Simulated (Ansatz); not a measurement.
ZrTi (P-6m2, No. 187, 2 atoms in the cell; start mp-1215200)

Method: PBEsol (plane waves, PAW; Ansatz, a first-principles code).

Numerical settings: plane-wave cutoff 520 eV, 24×24×12 k mesh (along the axes of the cell as run), Fermi–Dirac smearing 0.05 eV, no spin polarisation, scalar-relativistic PAW data made under PBE.

Cell (relaxed at this level):

```yaml
crystal:
  lattice:
    - [3.05985, 0.00000, 0.00000]
    - [-1.52993, 2.64991, 0.00000]
    - [0.00000, 0.00000, 4.85399]
  atoms:
    - { symbol: Zr, position: [0.00000, 0.00000, 0.00000] }
    - { symbol: Ti, position: [0.33333, 0.66667, 0.50000] }
```

| Property | Value |
|---|---|
| bulk modulus | 104 GPa |

Note: the run has no spin polarisation, so it can have missed a magnetic state; the bulk modulus is −V dP/dV from two relaxed cells at ±2 % in volume; the relaxation could not lower the start's symmetry, so the cell can be a saddle point above a distorted one.

Static lattice: no zero-point or thermal effects.

A start named mp-… is a Materials Project structure, which need not be a measured phase.
